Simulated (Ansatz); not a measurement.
Y_Si in alpha quartz: one set of geometries, relaxed with PBE, evaluated in Ansatz (PAW, plane waves to 420 eV, 500 eV under r2SCAN) with PBE, r2SCAN.

Details: 72-site cell; 2×2×2 Γ-centred k-points; start: the Si site; charged states image-corrected; finite-size errors of tenths of an eV; flagged in the runs: a doubtful potential alignment, a host whose relaxation on this sampling wasn't shown to rest, a strain field that reaches the edge of the cell.

| quantity | PBE | r2SCAN |
|---|---|---|
| host gap (eV) | 5.68 | ? |
| ε(0/−1) above the VBM (eV) | 0.78 | ? |
| neutral formation energy against silicon, hcp Y (eV) | 2.46 | ? |
| largest moment on one atom at charge 0 (μB) | 0.12 | ? |

**Question.** Given the lower rungs, what does r2SCAN give?

**Answer.** 
- host gap (eV), r2SCAN: 6.32
- ε(0/−1) above the VBM (eV), r2SCAN: 0.86
- neutral formation energy against silicon, hcp Y (eV), r2SCAN: 2.72
- largest moment on one atom at charge 0 (μB), r2SCAN: 0.14

Ansatz is a program for electronic structure.
